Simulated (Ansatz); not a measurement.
A computed series for hypothetical CdI2 type SiO2: point defects

Consider a 12-atom supercell of SiO₂ in the CdI2 type structure (space group P-3m1, No. 164; a = 2.670 Å, c = 4.542 Å; a hypothetical phase, not in the database extracts checked; layered, stacked along the Cartesian z axis) at its relaxed geometry.

One neutral defect a cell, atoms relaxed at fixed cell.

Computed with r2SCAN+rVV10 in Ansatz (plane waves to 500 eV, PAW, no spin-orbit coupling).

```tsv
case	pressure	largest displacement of a host atom from its site in the perfect cell
perfect supercell	0.0 GPa	–
Li interstitial (started 2.06 Å from the nearest host atom)	17.6 GPa	0.09 Å
Bi on a Si site, symmetric start	41.6 GPa	0.26 Å
O interstitial (started 1.83 Å from the nearest host atom), symmetric start	17.7 GPa	0.28 Å
H interstitial (started 1.83 Å from the nearest host atom), symmetric start	5.9 GPa	0.02 Å
```

The magnetic state is the one reached from the starting moments; the real material's order can differ, and small cells can't hold many antiferromagnetic ones. The cell is small, so the values are those of an ordered compound at a high defect concentration; dilute-limit values will differ. A case with no gap was solved on a k-mesh chosen for an insulator, which is coarse for it. Defects with a symmetric start kept the site's symmetry and may sit on a saddle; the others started slightly shaken. Starting moments died away, wholly or in part, for Li interstitial (started 2.06 Å from the nearest host atom) and Bi on a Si site; another magnetic solution may exist.

Ansatz is an electronic-structure program.
